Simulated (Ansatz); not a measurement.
**A computed series for AlRu: response to strain**

Consider AlRu in the CsCl type structure (space group Pm-3m, No. 221; a = 2.983 Å; relaxed with 0.1 eV smearing).

Strains are applied to the cell and any free atomic positions relax.

Method: DFT with r2SCAN, PAW potentials and a 500 eV plane-wave cutoff in Ansatz (a program for electronic structure), no spin-orbit coupling.

Notes on the quantities. energy relative to the base: free energy F.

| isotropic strain (%) | energy relative to the base (meV/atom) |
|---|---|
| 0 | 0.0 |
| 0.5 | 2.0 |
| 1 | 7.9 |
| 1.5 | ? |
| 2 | 30.7 |
| 2.5 | 47.2 |
| 3 | 66.9 |

**Question.** Fit ΔE = Aε² + Bε³ (ε in %) to the rows shown and predict the withheld row.

**Answer.** Least squares on the printed values gives A = 8.15 and B = -0.24 meV/atom (largest residual 0.0 meV/atom); this predicts 17.5 meV/atom, and the run gives 17.6 meV/atom, in agreement.

Stability against distortions was not tested. All final runs are without spin polarisation.
